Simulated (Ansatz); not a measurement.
## Zr2N2O (C2/m, No. 12, 15 atoms in the cell; start mp-755368)

Calculation: PBEsol in Ansatz (plane waves, PAW).

Settings: plane-wave cutoff 520 eV, 10×10×4 k mesh (along the axes of the cell as run), Fermi–Dirac smearing 0.01 eV, scalar-relativistic PAW data made under PBE.

Cell (relaxed with PBEsol):

Space group C2/m (No. 12); a = 13.5573 Å, b = 3.2794 Å, c = 8.1923 Å, α = 90.00°, β = 100.32°, γ = 90.00°

```
atom  site  symmetry       x       y       z
----  ----  --------  ------  ------  ------
Zr      4i         m  0.0314  0.0000  0.8075
Zr      4i         m  0.3703  0.0000  0.5256
Zr      4i         m  0.1944  0.5000  0.1314
N       4i         m  0.4656  0.0000  0.3439
N       4i         m  0.3276  0.5000  0.0338
N       4i         m  0.1267  0.0000  0.2872
O       4i         m  0.2098  0.0000  0.6195
O       2b       2/m  0.0000  0.5000  0.0000
```
(The calculation used a cell of 15 atoms; values per cell refer to that cell.)

```json
{
  "band_gap": "1.73 eV",
  "smallest_direct_gap_on_the_k_points_sampled": "2.00 eV",
  "direct gap at Γ": "2.15 eV"
}
```

Spin–orbit coupling is not included.

Static lattice: no zero-point or thermal effects.

Cost on a shared machine: about 5 core-minutes (a rough figure).

A start named mp-… is a Materials Project structure, which need not be a measured phase.

Ansatz is a quantum-chemistry and plane-wave program.
